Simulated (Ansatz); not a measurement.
Base system: GaAs in the zinc blende structure (space group F-43m, No. 216).

```xyz
2
Lattice="0.0000 2.8297 2.8297 2.8297 0.0000 2.8297 2.8297 2.8297 0.0000" Properties=species:S:1:pos:R:3 pbc="T T T"
As     4.2446     4.2446     4.2446
Ga     0.0000     0.0000     0.0000
```

Method: Ansatz (a first-principles code) PBEsol, spin-orbit coupling left out, earlier PAW set.

Carriers are added at fixed cell with a uniform background; the Fermi–Dirac width is that of 300 K.

One change was made to it. Results:

The gap between the host's bands rises by 0.023 eV to 0.45 eV; the gap character remains direct at Γ; the Fermi level relative to the doped band's edge (positive inside the band; to 0.05 eV) comes out as +0.55 eV.

Q: Name the change that was made.
A. electrons 3.0×10^21 cm⁻³
B. holes 3.0×10^21 cm⁻³
C. electrons 2.0×10^21 cm⁻³
D. holes 5.0×10^20 cm⁻³

A: B, holes 3.0×10^21 cm⁻³. For comparison, the Fermi level from band edge in the other runs: holes 5.0×10^20 cm⁻³ gives +0.20 eV; electrons 3.0×10^21 cm⁻³ gives +1.10 eV; electrons 2.0×10^21 cm⁻³ gives +1.05 eV.

Charged cell with a jellium background: band edges are those of the host's band count, energies are not comparable with the neutral cell, and many-body gap narrowing is missing. Gaps are read on the SCF mesh and a high-symmetry path. Whether these cells are dynamically stable was not tested.
